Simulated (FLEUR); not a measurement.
Band structure of Ca₃Tl (Fm-3m, 4 atoms in the cell).

```
CELL_PARAMETERS angstrom
      0.00000     4.02583     4.02583
      4.02583     0.00000     4.02583
      4.02583     4.02583     0.00000
ATOMIC_POSITIONS crystal
  Ca 0.50000 0.50000 0.50000
  Ca 0.25000 0.25000 0.25000
  Ca 0.75000 0.75000 0.75000
  Tl 0.00000 0.00000 0.00000
```

Method: PBEsol, all-electron FLAPW (FLEUR), scalar-relativistic valence.

Settings: Kmax = 3.8 1/bohr; GmaxXC = 15.2 1/bohr; xcFunctional = PBEs; jspins = 1; l_soc = F; mode = hist; fermiSmearingEnergy = 0.00499791 Htr; mesh (inpgen div1-3) = 7 7 7; inpgen gamma flag = false; Gmax = 15.2 1/bohr; numbands = 0; maxIterBroyd = 25; imix = Anderson; alpha = 0.05.

The starting cell comes from a database of computed structures (which also holds hypothetical and non-ambient phases and stackings), without a prior relaxation at this level. Spin-orbit coupling is off. Values depend on the basis (sphere radii, cutoffs, local orbitals), which need not be converged.

Levels in eV from the Fermi level, bands 19 to 26:
```csv
point,19,20,21,22,23,24,25,26
Γ,-0.61,-0.61,-0.61,-0.51,0.27,0.27,0.89,0.89
X,-2.73,-1.15,-0.73,-0.73,-0.53,1.35,1.39,1.39
W,-2.14,-2.14,-1.75,0.11,0.79,0.79,1.34,1.44
K,-2.43,-2.17,-0.76,-0.63,0.69,0.99,1.45,1.46
L,-3.16,-0.82,-0.82,0.51,0.66,0.87,0.87,1.03
U,-2.43,-2.17,-0.76,-0.63,0.69,0.99,1.45,1.46
```
